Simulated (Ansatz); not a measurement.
We consider Ge (model structure, within 0.1 Å of Fd-3m, No. 227, 2 atoms in the cell), described by PBEsol (PAW; Ansatz, an electronic-structure program).

Run with plane-wave cutoff 520 eV, 12×12×8 k mesh (along the axes of the cell as run), Fermi–Dirac smearing 0.01 eV, scalar-relativistic PAW data made under PBE.

Cell (relaxed at this level):

```cif
data_Ge2
_chemical_formula_sum 'Ge2'
_space_group_name_H-M_alt 'P 1'
_space_group_IT_number 1
_cell_length_a 4.01246
_cell_length_b 4.01246
_cell_length_c 4.01557
_cell_angle_alpha 120.020
_cell_angle_beta 120.020
_cell_angle_gamma 60.020
loop_
_space_group_symop_operation_xyz
  'x, y, z'
loop_
_atom_site_label
_atom_site_type_symbol
_atom_site_fract_x
_atom_site_fract_y
_atom_site_fract_z
_atom_site_occupancy
Ge1 Ge 0.87506 0.87506 0.12506 1
Ge2 Ge 0.12494 0.12494 0.87494 1
```

Question: Give the computed band gap and bulk modulus.

Answer: 
- band gap = 0.00 eV (under three smearing widths, so not firm)
- bulk modulus = 66.6 GPa

Note: the bulk modulus is −V dP/dV from two relaxed cells at ±2 % in volume.

Spin–orbit coupling is not included; it can close the smallest gap of 0.00 eV.

The computed numbers hold no vibrational or temperature effects.

A model structure was made by putting elements into a prototype or built by hand; here it ended with the formula and space group of a phase in our tables.
